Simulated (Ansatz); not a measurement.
Seebeck coefficient (μV/K, mean over directions) of p-type CaO (Fm-3m) against carrier density, PBEsol, rigid bands (Ansatz, a program for electronic structure). Computed gap 3.55 eV; densities at which minority carriers matter at this gap, or further valleys turn the trend, are left out. Conductivity mass 1.35 mₑ (harmonic mean over directions), N_v = 1.5e20 cm⁻³ at 300 K.

```csv
hole density,300 K,500 K
1e16 cm⁻³,[?],1115
1e17 cm⁻³,845,917
1e18 cm⁻³,647,718
3e18 cm⁻³,552,624
1e19 cm⁻³,449,[?]
3e19 cm⁻³,[?],426
1e20 cm⁻³,255,324
3e20 cm⁻³,171,235
1e21 cm⁻³,96,149
```

Q: Complete the blanks.

A: 
- 1e16 cm⁻³, 300 K: 1043
- 1e19 cm⁻³, 500 K: 520
- 3e19 cm⁻³, 300 K: 355

Rigid bands with a gap fixed in temperature, one relaxation time for all states, no polarons or phonon drag, and whether or not such doping can be reached. Spin-orbit coupling is left out; where it splits the top of the valence band, N_v and the p-type Seebeck coefficient come out somewhat high without it.
